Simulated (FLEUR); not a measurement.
FLEUR run on CaZrN₂ (R-3m, 4 atoms in the cell): self-consistent single point.

Level of theory: LDA (Perdew-Zunger), all-electron FLAPW (FLEUR), scalar-relativistic valence.

```xyz
4
Lattice="1.6675 0.9627 5.6420 -1.6675 0.9627 5.6420 0.0000 -1.9255 5.6420" Properties=species:S:1:pos:R:3 pbc="T T T"
Ca     0.0000     0.0000     0.0000
Zr     0.0000     0.0000     8.4630
N      0.0000     0.0000     4.0304
N      0.0000     0.0000    12.8956
```

Reference input (self-consistent single point, DFT, PBEsol, all-electron FLAPW (FLEUR), scalar-relativistic valence): Kmax = 4.2 1/bohr; GmaxXC = 16.8 1/bohr; xcFunctional = PBEs; jspins = 1; l_soc = F; mode = hist; fermiSmearingEnergy = 0.00183747 Htr; mesh (inpgen div1-3) = 8 8 8; inpgen gamma flag = true; Gmax = 16.8 1/bohr; numbands = 0; maxIterBroyd = 25. This run's input differs from it in these lines:

```diff
@@ -16,3 +16,3 @@
 &comp jspins=1 /
-&exco xctyp='PBEs' /
+&exco xctyp='pz' /
 &kpt div1=8 div2=8 div3=8 gamma=t /
@@ -29,3 +29,3 @@
       <coreElectrons ctail="T" frcor="F" kcrel="0" coretail_lmax="0"/>
-      <xcFunctional name="PBEs" relativisticCorrections="F"/>
+      <xcFunctional name="pz" relativisticCorrections="F"/>
       <magnetism jspins="1"/>
```

Output, abridged:

```
 Iteration:     1   Distance:      23.85409484 me/bohr^3
 Iteration:     2   Distance:      19.76109474 me/bohr^3
 Iteration:     3   Distance:       7.32419314 me/bohr^3
 Iteration:     4   Distance:       8.02397521 me/bohr^3
 Iteration:     5   Distance:       1.44060984 me/bohr^3
   [... 9 lines left out ...]
 Iteration:    15   Distance:       0.00006050 me/bohr^3
 Iteration:    16   Distance:       0.00012154 me/bohr^3
 Iteration:    17   Distance:       0.00001281 me/bohr^3
 Iteration:    18   Distance:       0.00000464 me/bohr^3
 Reset of history
 Run finished successfully
 Stop message:
   Structural relaxation: new displacements generated

[file out, last iteration]
             iter=     19
[...]
          total density-effective poten   -7.0764419741E+03
          total charge density-energy d   -1.5792850015E+02
 Updated energy parameters for spin:           1
[...]
 fermi energy and band-weighting factors:
    0.568545

[...]
FERMIE:
          first approx. to ef    (T=0)  :   0.335226 htr   (energy of the highest occ. eigenvalue)
          number of occ. states  (T=0)  :       1040
          first approx. to seigv (T=0)  :  -8.517848 htr
          sum of weights of occ. states :  16.000000
          sum of semicore charge        :   0.000000 e
FERHIS:  Fermi-Energy by histogram:
          bandgap                     :   0.015631 htr
   [... lines left out ...]
          charge neutrality (T=0)     :   0.000000    (zero if the highest occ. eigenvalue is "entirely" occupied)
     EF_NEWTON:  Adjust Fermi-Energy by Newton-Method.
 Direct bandgap for spin            1 :    3.8750442066984025E-002  Htr
 ---->    free energy=                     -4383.1003918990 htr
   [... lines left out ...]
 TOTAL FORCE FOR ATOM TYPE=  1  X=  0.000   Y=  0.000   Z=  0.000
                       FX_TOT= 0.000000 FY_TOT= 0.000000 FZ_TOT= 0.000000
 TOTAL FORCE FOR ATOM TYPE=  2  X=  0.000   Y=  0.000   Z= 15.993
                       FX_TOT= 0.000000 FY_TOT= 0.000000 FZ_TOT= 0.000000
 TOTAL FORCE FOR ATOM TYPE=  3  X=  0.000   Y=  0.000   Z=  7.616
                       FX_TOT= 0.000000 FY_TOT= 0.000000 FZ_TOT=-0.004619
```

The run converged in 18 iterations. FLEUR gives forces in its relaxation mode, with a further iteration, so its stop message speaks of a relaxation. Against the reference run the largest force goes from 0.180 to 0.238 eV/Å and the gap on the mesh goes from 0.452 to 0.425 eV.

The starting cell comes from a database of computed structures (which also holds hypothetical and non-ambient phases and stackings), without a prior relaxation at this level. Its lattice was rescaled by a random factor within 2.5 % of one. Values depend on the basis (sphere radii, cutoffs, local orbitals), which need not be converged.

Cost on one core of a shared machine: roughly 3 min.
